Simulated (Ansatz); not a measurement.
HgSe, pressure series

Take HgSe in the zinc blende structure (space group F-43m, No. 216) as the base.

Space group F-43m (No. 216); a = b = c = 6.133 Å, α = β = γ = 90.00°

```json
[
 {"atom": "Se", "site": "4d", "symmetry": "-43m", "x": "0.7500", "y": "0.7500", "z": "0.7500"},
 {"atom": "Hg", "site": "4a", "symmetry": "-43m", "x": "0.0000", "y": "0.0000", "z": "0.0000"}
]
```
(The calculation used a cell of 2 atoms; values per cell refer to that cell.)

Cell and atoms are relaxed at each pressure.

All numbers come from PBEsol (Ansatz, a quantum-chemistry and plane-wave program), no spin-orbit coupling, earlier PAW set.

Notes on the quantities. enthalpy: H = E + PV relative to the base's energy.

```csv
variant,enthalpy,shortest interatomic distance
base,–,5.019 bohr
pressure −2 GPa,-0.37 eV/atom,5.092 bohr
pressure −1 GPa,-0.18 eV/atom,5.053 bohr
pressure 0.9 GPa,+0.16 eV/atom,4.991 bohr
pressure 2.1 GPa,+0.37 eV/atom,4.957 bohr
pressure 4.5 GPa,+0.78 eV/atom,4.898 bohr
pressure 9 GPa,+1.51 eV/atom,4.811 bohr
pressure 15 GPa,+2.44 eV/atom,4.721 bohr
pressure 22.5 GPa,+3.53 eV/atom,4.634 bohr
pressure 30 GPa,+4.56 eV/atom,4.564 bohr
```

A case with no gap was solved on a k-mesh chosen for an insulator, which is coarse for it. Load acts through the strain it causes; cell and atoms are relaxed under it. No phonon test of stability was made. Tetrahedral semiconductors of this kind turn to denser phases somewhere between about 1 and 50 GPa; those were not computed, so compressed cells here can lie past the real transition. All final runs are without spin polarisation.
